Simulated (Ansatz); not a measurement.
SnC (I-4m2), PBE with spin-orbit coupling, rigid bands (Ansatz, an electronic-structure program): Condition of this run: uniaxial stress along [001] of 7.5 GPa (compression positive) (the target of the relaxation). band gap 0.64 eV, N_c = 3.77e18 cm⁻³ and N_v = 4.36e18 cm⁻³ at 300 K, conductivity masses along y (a = (0.00, 2.57, 2.37) Å; b = (2.57, 0.00, 2.37) Å; c = (2.57, 2.57, 0.00) Å) of 0.215 mₑ (electrons) and 0.546 mₑ (holes). Take k_BT = 0.02585 eV.

Q: What built-in voltage has an abrupt junction with N_A = 1e17 and N_D = 1e17 cm⁻³, all dopants ionised?

A: V_bi = E_g/e − (k_BT/e) ln(N_c N_v/(N_A N_D)) = 0.64 − 0.02585 × 7.40 = 0.45 V. It follows the computed gap one for one.

Q: What thermal injection velocity √(2k_BT/πm) limits a ballistic channel along the direction named?

A: 1.16e7 cm/s for electrons and 7.28e6 cm/s for holes, a ratio of √(m_h/m_e) = 1.59, for dilute carriers.

Q: Find the intrinsic carrier density and the intrinsic Fermi level.

A: n_i = √(N_c N_v) exp(−E_g/2k_BT) = 4.05e18 × exp(−12.38) = 1.7e13 cm⁻³. The level lies (k_BT/2) ln(N_v/N_c) = 2 meV from mid-gap (positive towards the conduction band). Each 0.1 eV added to the gap lowers n_i by a factor of 6.9.

Rigid, parabolic bands with the computed gap; masses take one relaxation time for all states. Geometry: cell and atoms relaxed with PBEsol.

Computed structure with no diffraction record at hand here (it may be known, metastable or hypothetical): SnC (I-4m2).
